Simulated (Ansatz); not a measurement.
Consider BAs in the zinc blende structure (space group F-43m, No. 216; a = 4.7679 Å).

Now apply this change: a fraction x = 0.25 of the B sites is given to Ga, ordered in a cell of 8 atoms (starting symmetry Pmm2) and fully relaxed.

The other end (x = 1) is GaAs in the zinc blende structure (space group F-43m, No. 216): 22.65 Å³/atom, gap 0.42 eV.

Levels (all Ansatz, a program for electronic structure, PAW): PBEsol (420 eV, no SOC); HSE06 (420 eV, no spin-orbit coupling).

The geometry is relaxed with PBEsol.

```
Item               Value
---------------  -------
PBEsol band gap  0.31 eV
```

Q: How does going to HSE06 change the band gap?

A: The band gap goes up by 0.70 eV (0.31 eV → 1.01 eV).

Single points use the geometry relaxed with PBEsol. HSE06 gaps are upper bounds (no full band path). These are small ordered cells, not random alloys; other orderings at the same x differ. Stability against distortions was not tested.
